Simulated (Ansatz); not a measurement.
Hypothetical P4_2/mnm InP: response to strain

Base system: InP (space group P4_2/mnm, No. 136; a hypothetical phase, not in the database extracts checked).

```xyz
8
Lattice="7.2766 0.0000 0.0000 0.0000 7.2766 0.0000 0.0000 0.0000 4.2158" Properties=species:S:1:pos:R:3 pbc="T T T"
In     5.9803     1.2962     2.1079
In     1.2962     5.9803     2.1079
In     2.3421     2.3421     0.0000
In     4.9345     4.9345     0.0000
P      5.9632     5.9632     2.1079
P      1.3133     1.3133     2.1079
P      4.9516     2.3250     0.0000
P      2.3250     4.9516     0.0000
```

Cartesian axes are those of the cell as printed.

Strains are applied to the cell and any free atomic positions relax; under stress the whole cell relaxes.

Levels (all Ansatz, a first-principles code, PAW): PBE (420 eV, no spin-orbit coupling); PBEsol (420 eV, no spin-orbit coupling).

The base cell above is that of PBE; each level relaxes its own structures.

| case | shortest interatomic distance, PBE | shortest interatomic distance, PBEsol |
|---|---|---|
| uniaxial strain ε_zz = +1.13 % | 2.575 Å | ? |
| tensor shear ε_xz = −0.60 % | 2.559 Å | ? |
| uniaxial stress, 8 GPa compression along z | 2.514 Å | 2.485 Å |
| uniaxial stress, 5 GPa compression along x | 2.556 Å | 2.529 Å |

Question: Complete the table.

Answer: 
- uniaxial strain ε_zz = +1.13 %, shortest interatomic distance, PBEsol: 2.540 Å
- tensor shear ε_xz = −0.60 %, shortest interatomic distance, PBEsol: 2.524 Å

PBE lies above PBEsol in every row, by 0.028 Å to 0.035 Å. Near ties aside, they put the cases in the same order.

Stability under load was not tested beyond the relaxation.
